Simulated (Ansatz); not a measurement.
An Ansatz (a first-principles code) run: BiTe; plane-wave PAW DFT at the PBE-D3(BJ) level (Ansatz, 420 eV), no spin-orbit coupling.

Input:

Ansatz 0.2 input:
```yaml
crystal:
  lattice:
    - [4.4224616222, 0, 0]
    - [-2.2112308111, 3.8299641121, 0]
    - [0, 0, 23.9293603399]
  atoms:
    - { symbol: Bi, position: [0.3333333333, 0.6666666667, 0.2917140416] }
    - { symbol: Bi, position: [0.6666666667, 0.3333333333, 0.7082859584] }
    - { symbol: Bi, position: [0, 0, 0.8754301825] }
    - { symbol: Bi, position: [0, 0, 0.1245698175] }
    - { symbol: Bi, position: [0.6666666667, 0.3333333333, 0.464820744] }
    - { symbol: Bi, position: [0.3333333333, 0.6666666667, 0.535179256] }
    - { symbol: Te, position: [0.3333333333, 0.6666666667, 0.053231655] }
    - { symbol: Te, position: [0.6666666667, 0.3333333333, 0.946768345] }
    - { symbol: Te, position: [0, 0, 0.6360952971] }
    - { symbol: Te, position: [0, 0, 0.3639047029] }
    - { symbol: Te, position: [0.6666666667, 0.3333333333, 0.2086934673] }
    - { symbol: Te, position: [0.3333333333, 0.6666666667, 0.7913065327] }
basis: { ecutwfc: 420, ecutrho_ratio: 4, xc_grid: 2, fft_grid_basis: typed }
kpoints: { mp_grid: { grid: [7, 7, 2] } }
hamiltonian:
  xc: pbe
  dispersion: d3bj
  pseudopotentials: { kind: paw }
scf: { occupations: { method: fermi_dirac, width: 0.05 }, convergence: { dr2_threshold: 0.0000000012 } }
output: { forces: true, stress: true }
```

Output:

```
WARN ansatz: RAYON_NUM_THREADS=4 ignored (pool sized by the plan → 4); use --threads N
Pseudopotentials: kind: paw
Pseudopotential: Bi, paw, valence charge 15
Pseudopotential: Te, paw, valence charge 16
Functional definition: PBE
Crystal: 12 atoms, lattice volume = 405.312 Å³
Basis set: ecut = 420 eV, 7969 PW (Γ), exchange–correlation on 60×60×320 points (8 copies of the dense FFT grid, shifted against one another)
Bands: 105, of which v1, the nominal top of the filled ones, is band 93 counted from 1 (92 counted from 0)
Symmetry: 12 space group operations
Space group: P-3m1 (ITA 164), of the structure as read, at distance tolerance 7.4e-5 Å
k-points: 16 of 98
Initial density: superposition of atomic densities (neutral atoms: chi_scale 0, normalization atom), corrected by the library's trained network
Initial wavefunctions: pseudopotential atomic-orbital guess
Eigensolver: davidson
Functional: x = pbe(κ = 0.804, μ = 0.2195149727645171), c = pbe(β = 0.06672455060314922)
SCF iter   1: F=—  HF=-116266.747194 eV  |F-HF|=—  |Δ(HF+E_count)|=         —  Δρ=1.36e-3  dr2=2.46e-1  ethr=1.77e-3  ⟨swp⟩=6.3  Hψ=6492  notcnv=0  defer=2
all-band conjugate gradients solve this SCF's bands
preconditioner: auto → LDOS
SCF iter   2: F=—  HF=-116266.792153 eV  |F-HF|=—  |Δ(HF+E_count)|=   4.50e-2  Δρ=2.91e-3  dr2=1.72e0  ethr=1.32e-4  ⟨swp⟩=3.3  Hψ=2804  notcnv=0  defer=31
SCF iter   3: F=—  HF=-116266.737152 eV  |F-HF|=—  |Δ(HF+E_count)|=   5.50e-2  Δρ=1.30e-3  dr2=1.50e-1  ethr=1.32e-4  ⟨swp⟩=3.9  Hψ=2219  notcnv=0  defer=31
SCF iter   4: F=—  HF=-116266.728714 eV  |F-HF|=—  |Δ(HF+E_count)|=   8.44e-3  Δρ=3.29e-4  dr2=4.14e-3  ethr=8.06e-5  ⟨swp⟩=1.7  Hψ=1913  notcnv=0  defer=30
SCF iter   5: F=—  HF=-116266.728616 eV  |F-HF|=—  |Δ(HF+E_count)|=   9.82e-5  Δρ=2.02e-4  dr2=1.77e-3  ethr=2.22e-6  ⟨swp⟩=2.0  Hψ=1938  notcnv=0  defer=30
SCF iter   6: F=—  HF=-116266.728457 eV  |F-HF|=—  |Δ(HF+E_count)|=   1.59e-4  Δρ=5.48e-5  dr2=2.56e-5  ethr=9.53e-7  ⟨swp⟩=2.0  Hψ=1897  notcnv=0  defer=30
SCF iter   7: F=—  HF=-116266.728552 eV  |F-HF|=—  |Δ(HF+E_count)|=   9.50e-5  Δρ=2.51e-5  dr2=3.70e-6  ethr=1.38e-8  ⟨swp⟩=2.0  Hψ=2493  notcnv=0  defer=30
SCF iter   8: F=—  HF=-116266.728767 eV  |F-HF|=—  |Δ(HF+E_count)|=   2.15e-4  Δρ=1.24e-5  dr2=7.83e-7  ethr=1.99e-9  ⟨swp⟩=2.1  Hψ=2305  notcnv=0  defer=30
SCF iter   9: F=—  HF=-116266.728767 eV  |F-HF|=—  |Δ(HF+E_count)|=   2.93e-7  Δρ=3.83e-6  dr2=3.19e-8  ethr=4.21e-10  ⟨swp⟩=2.1  Hψ=2501  notcnv=0  defer=30
SCF iter  10: F=—  HF=-116266.728767 eV  |F-HF|=—  |Δ(HF+E_count)|=   5.08e-8  Δρ=1.21e-6  dr2=3.41e-9  ethr=1.71e-11  ⟨swp⟩=2.0  Hψ=2276  notcnv=0  defer=30
SCF iter  11: F=-116266.728767 eV  HF=-116266.728767 eV  |F-HF|=2.47e-10  |Δ(HF+E_count)|=   5.08e-9  Δρ=3.18e-7  dr2=3.00e-10  ethr=1.00e-12  ⟨swp⟩=5.0  Hψ=6246  notcnv=0
SCF 1 converged in 11 iterations: F = -116266.728767 eV  dr2 = 3.00e-10
SCF converged after 11 iterations
Free energy (F): -116266.728767 eV
Harris-Foulkes:  -116266.728767 eV  (|F-HF|=2.47e-10)
Internal energy: -116266.725519 eV  (E = F + TS)
E sigma→0 (E₀):  -116266.727143 eV
Entropy (-TS):   -0.003248 eV (-0.271 meV/atom)
Fermi energy:    9.747038 eV
--- Per-component energies (eV) ---
  E_band       = -2176.116663
  E_kinetic    = 2894.956739
  E_local      = -16788.984166  (includes V_loc(G=0)·N_el)
  E_nonlocal   = 1501.874419
  E_hartree    = 7851.785996
  E_xc         = -1656.077799
  E_vxc        = -1493.080563  (∫ρ·V_xc dr)
  E_paw        = -91951.060514  (= ΣΔE_a)
  E_vpaw       = -3994.451588  (= ΣTr[D̂ρ^β])
  E_aug_tail   = -0.003778  (compensation charges beyond the density's cutoff)
  E_ewald      = -18113.777522
  E_disp       = -5.438895  (pairwise vdW)
  E_smearing   = -0.003248  (= −TS)
  E_closure    = 0.000000  (closes the sum)
  Σ components = -116266.728767   (vs F -116266.728767, Δ=0.00e0)
  [band-id]    e_kinetic+e_local+e_nonlocal+2·e_hartree+e_vxc+e_vpaw+e_augmentation_tail = -2176.116944   (vs E_band -2176.116663, Δ=-2.81e-4)
--- Forces (eV/Å), atoms counted from 1 ---
  atom   1  Bi     0.00000000     0.00000000     0.00018110
  atom   2  Bi     0.00000000    -0.00000000    -0.00018110
  atom   3  Bi     0.00000000     0.00000000     0.00007760
  atom   4  Bi    -0.00000000    -0.00000000    -0.00007760
  atom   5  Bi     0.00000000     0.00000000     0.00255385
  atom   6  Bi     0.00000000    -0.00000000    -0.00255385
  atom   7  Te     0.00000000     0.00000000     0.00048267
  atom   8  Te     0.00000000    -0.00000000    -0.00048267
  atom   9  Te     0.00000000     0.00000000     0.00231243
  atom  10  Te     0.00000000    -0.00000000    -0.00231243
  atom  11  Te     0.00000000     0.00000000    -0.00062897
  atom  12  Te    -0.00000000    -0.00000000     0.00062897
  max |Σ_I F_I| component: 6.36e-18 eV/Å
--- Stress (GPa, compression-positive) ---
        0.000285       0.000000       0.000000
        0.000000       0.000285       0.000000
        0.000000       0.000000       0.003172
  P = ⅓ Tr σ = 0.0012 GPa (0.012 kbar)
  The stress holds the Pulay correction. Without it, at fixed plane waves, as pw.x and ABINIT print it: P = -0.0275 GPa
  The stress includes an estimate of the error left by incomplete SCF convergence (largest component 0.0000 GPa).
--- Band table ---
  band table: none
```

With Bi and Te present, leaving out spin-orbit coupling can change the band edges. No phonon test of stability was made. The cell is BiTe (space group P-3m1, No. 164).
